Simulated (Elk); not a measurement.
A self-consistent single point of PdIn (Pm-3m, 2 atoms in the cell) with Elk.

Level of theory: PBEsol, all-electron FP-LAPW, Elk's shipped species files, LAPW+lo basis (Elk).

```yaml
crystal:
  lattice:
    - [3.28152, 0.00000, 0.00000]
    - [0.00000, 3.28152, 0.00000]
    - [0.00000, 0.00000, 3.28152]
  atoms:
    - { symbol: In, position: [0.50000, 0.50000, 0.50000] }
    - { symbol: Pd, position: [0.00000, 0.00000, 0.00000] }
```

Reference input (self-consistent single point, DFT, PBE, all-electron FP-LAPW, Elk's shipped species files, LAPW+lo basis): xctype = 20; rgkmax = 7.5; stype = 3; swidth = 0.00499791 Ha; ngridk = 13 13 13; gmaxvr = 14 1/bohr; nxoapwlo = 1; rmtscf = 0.97. This run's input differs from it in these lines:

```diff
@@ -4,3 +4,3 @@
 xctype
-  20
+  22
```

Log, with long lists cut:

```
│ Self-consistent loop started │
│ Loop number : 1 │
 total energy                :     -10912.9665221
│ Loop number : 2 │
 total energy                :     -10913.8166985
RMS change in Kohn-Sham potential (target) :   0.3720857383     (  0.1000000000E-05)
Absolute change in total energy (target)   :   0.8501764465     (  0.1000000000E-03)
│ Loop number : 3 │
 total energy                :     -10920.0643441
RMS change in Kohn-Sham potential (target) :   0.2349988217     (  0.1000000000E-05)
Absolute change in total energy (target)   :    6.460189660     (  0.1000000000E-03)
│ Loop number : 4 │
   [... lines left out ...]
Absolute change in total energy (target)   :   0.1815607235E-02 (  0.1000000000E-03)
│ Loop number : 14 │
 total energy                :     -10925.3399710
RMS change in Kohn-Sham potential (target) :   0.4890332064E-06 (  0.1000000000E-05)
Absolute change in total energy (target)   :   0.1100688642E-03 (  0.1000000000E-03)
│ Loop number : 15 │
 total energy                :     -10925.3399827
RMS change in Kohn-Sham potential (target) :   0.2155985130E-06 (  0.1000000000E-05)
Absolute change in total energy (target)   :   0.3923180884E-04 (  0.1000000000E-03)
Convergence targets achieved

│ Loop number : 16 │

Energies :
 Fermi                       :     0.315290051290
 total energy                :     -10925.3399790

Density of states at Fermi energy :    20.13595134
 (states/Hartree/unit cell)

Estimated indirect band gap :   0.1158616765E-02
 from k-point     62 to k-point     16
Estimated direct band gap   :   0.1765914732E-01
 at k-point     74

Charges :
 core                        :    58.00000000
 valence                     :    37.00000000
 interstitial                :    2.835467719
 muffin-tins (core leakage)
  species :    1 (In)
   atom    1                 :    47.22524025     (  0.2030464554E-03)
  species :    2 (Pd)
   atom    1                 :    44.93929203     (  0.8126658457E-08)
 total in muffin-tins        :    92.16453228
 total calculated charge     :    95.00682814
 total charge                :    95.00000000
 error                       :   0.6828135993E-02

│ Self-consistent loop stopped │
```

The run converged in 16 iterations. The count includes the last loop, which Elk runs after its targets are met. 

The starting cell has typed, rounded lattice constants, without a prior relaxation at this level. Its lattice was rescaled by a random factor within 2.5 % of one. Spin polarisation is off. Values depend on the basis (sphere radii, cutoffs, local orbitals), which need not be converged. The log's line on a gap gives a spacing of levels on this mesh, which the program prints for metals too.

Cost on one core of a shared machine: roughly 30 s.
